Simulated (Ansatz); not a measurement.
Phonon-limited resistivity of Be₂Re (P6_3/mmc) against temperature in μΩ·cm, PBEsol, DFPT electron-phonon coupling, linearised Boltzmann equation run with Ansatz (a program for electronic structure), harmonic crystal at a fixed cell. x, y and z are the axes of this cell:
```
Be2Re
1.0
    4.34447     0.00000     0.00000
   -2.17223     3.76242     0.00000
    0.00000     0.00000     7.08297
Be Re
8 4
Cartesian
  0.00000   0.00000   0.00000
  0.00000   0.00000   3.54149
  2.17223   2.49080   1.77074
  0.00000   1.27162   5.31223
 -1.07098   3.12661   5.31223
  3.24321   0.63581   1.77074
  1.10125   0.63581   1.77074
  1.07098   3.12661   5.31223
  0.00000   2.50828   0.43801
  2.17223   1.25414   6.64496
  2.17223   1.25414   3.97950
  0.00000   2.50828   3.10347
```

```tsv
T	ρ (x, y)	ρ (z)
50 K	0.41	0.29
77 K	1.74	___
100 K	___	2.3
150 K	6.6	4.6
200 K	10.1	7.0
250 K	13.6	9.5
273 K	15.2	10.6
300 K	17.2	11.9
350 K	21	14.3
400 K	24	16.7
500 K	31	21
600 K	38	26
800 K	50	35
```

Problem. Some entries are withheld; supply them.

Solution. 
- 77 K, ρ (z): 1.23
- 100 K, ρ (x, y): 3.2

A metal at this level (no band gap). Only scattering by harmonic phonons is included (no impurities, grain boundaries, electron-electron scattering or thermal expansion). Spin-orbit coupling is left out, which matters with elements this heavy. The run warned that the eigensolver left some states short of its tolerance. Halving the electron mesh (24x24x12) moves the resistivity by up to 5 %. Smearing 0.20 eV; phonons on a 4x4x2 q mesh, which this run doesn't test and which matters most at low temperature.

Computed structure with no diffraction record at hand here (it may be known, metastable or hypothetical): Be2Re (P6_3/mmc).
